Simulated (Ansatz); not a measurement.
## How far PBE and PBEsol part for HfSi2, pressure 75 GPa

The reference is HfSi2 (space group Cmcm, No. 63; a = 3.683 Å, b = 14.598 Å, c = 3.658 Å).

(Cell as relaxed with PBE.)

Levels (all Ansatz, a first-principles code, PAW): PBE (420 eV, no spin-orbit coupling); PBEsol (420 eV, scalar-relativistic without spin-orbit coupling).

Each level relaxes its own structure.

```csv
base,PBE,PBEsol
volume per atom,16.39 Å³,15.87 Å³
band gap,zero,zero
```

The change: cell and atoms relaxed at a pressure of 75 GPa.

```tsv
quantity	PBE	PBEsol
shortest interatomic distance	232.3 pm	231.9 pm
band gap	zero	zero
```

PBE's shortest interatomic distance lies 0.47 pm above PBEsol's (0.2 %); the two agree on the band gap. Neither level is exact; PBEsol is the comparison here, not a measurement.

Load acts through the strain it causes; cell and atoms are relaxed under it. Stability against distortions was not tested. Competing high-pressure phases were not computed. All final runs are without spin polarisation.
